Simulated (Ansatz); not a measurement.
The parent structure is KTaO3 in the cubic perovskite structure (space group Pm-3m, No. 221; a = 4.024 Å).

All numbers come from PBE (Ansatz, a quantum-chemistry and plane-wave program), no SOC.

```
level  band gap
-----  --------
PBE     2.16 eV
```

Measured: band gap 3.64 eV (temperature not stated; as listed in Burak Himmetoglu, Anderson Janotti, Journal of Physics Condensed Matter (2016)).

Computed minus measured — band gap: PBE -1.48 eV. Measured values not marked as corrected hold thermal and zero-point effects that the static-lattice runs lack. A measured gap can be an optical one, lowered by exciton binding. Levels without spin-orbit coupling miss its effect on the gap.

With Ta present, leaving out spin-orbit coupling can change the band edges. Whether these cells are dynamically stable was not tested.
